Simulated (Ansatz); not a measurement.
**Response to strain in CaO**

Start from CaO in the rock salt structure (space group Fm-3m, No. 225; a = 4.7671 Å). Axes: x, y, z lie along the cube axes.

Strains are applied to the cell and any free atomic positions relax.

Method: PBEsol (Ansatz, a first-principles code), scalar-relativistic without spin-orbit coupling.

Notes on the quantities. energy relative to the base: free energy F; pressure: mean of the normal stresses, compression positive.

```tsv
variant	energy relative to the base	smallest direct gap	band gap	pressure
base	0 meV/atom	3.92 eV	3.54 eV	0.00 GPa
tensor shear ε_xy = +0.57 %	+0.4 meV/atom	3.89 eV	3.52 eV	0.00 GPa
tensor shear ε_xy = +1.14 %	+1.7 meV/atom	3.86 eV	3.50 eV	0.00 GPa
tensor shear ε_xy = +1.71 %	+3.8 meV/atom	3.83 eV	3.48 eV	-0.01 GPa
tensor shear ε_xy = +0.29 %	+0.1 meV/atom	3.90 eV	3.53 eV	0.00 GPa
tensor shear ε_xy = +0.86 %	+1.0 meV/atom	3.87 eV	3.51 eV	0.00 GPa
tensor shear ε_xy = +2.00 %	+5.2 meV/atom	3.81 eV	3.46 eV	-0.01 GPa
tensor shear ε_xy = +1.43 %	+2.7 meV/atom	3.84 eV	3.49 eV	-0.01 GPa
```

Stability against distortions was not tested.
